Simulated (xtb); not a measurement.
xtb 6.7.1, GFN2-xTB: Si(H)(NHtBu)2(OH) (CC(C)(C)N[SiH](O)NC(C)(C)C), 34 atoms. The geometry is a generated start, not checked to be a minimum at this level.

| Quantity | Value |
|---|---|
| method | GFN2-xTB |
| --acc | 1 (default) |
| --etemp (K) | 300 (default) |
| detailed input (--input) | none: ANC optimiser, Lindh (1995) Hessian, microcycle=20, maxdispl=1.0, hlow=0.01 (default) |
| basis functions | 76 |
| valence electrons | 74 |

The structure is relaxed from this start with --opt LEVEL for the levels crude, sloppy, loose, lax, normal, tight, vtight, extreme, once each. Up to the end of the extreme run atoms move by at most 1.4 Å along an axis.

Choose the cheapest level whose final energy lies within 20 meV of that of extreme.

normal: 72 cycles against 122, ending 1.6 meV above.

```
level    cycles  energy above the extreme run (meV)  gradient norm (eV/Å)
-------  ------  ----------------------------------  --------------------
crude         1                                 160                  0.13
sloppy        1                                 160                  0.13
loose         1                                 160                  0.13
lax           1                                 160                  0.13
normal       72                                 1.6                 0.023
tight        93                                0.41                0.0045
vtight      122                          under 0.01                0.0023
extreme     122                                   —                0.0023
```
